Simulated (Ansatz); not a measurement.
The reference is CdS in the zinc blende structure (space group F-43m, No. 216; a = 5.824 Å). Axes: x, y, z lie along the cube axes.

Computed with Ansatz (a quantum-chemistry and plane-wave program), PBEsol, PAW, cutoff 420 eV, no spin-orbit coupling.

A first run, uniaxial strain ε_zz = −1.83 %, gives secant values C11 ≈ 76 GPa and C12 ≈ 58 GPa from its stress. A second run applies isotropic strain +0.87 %.

Problem. What does linear elasticity predict for the bulk modulus −ΔP/(ΔV/V₀) in the second run, and what does the run give?

Solution. Linear elasticity: (C11 + 2 C12)/3 = 64 GPa. The run gives 57 GPa; any difference comes from nonlinear terms at these strains and numerical noise.

Whether these cells are dynamically stable was not tested.
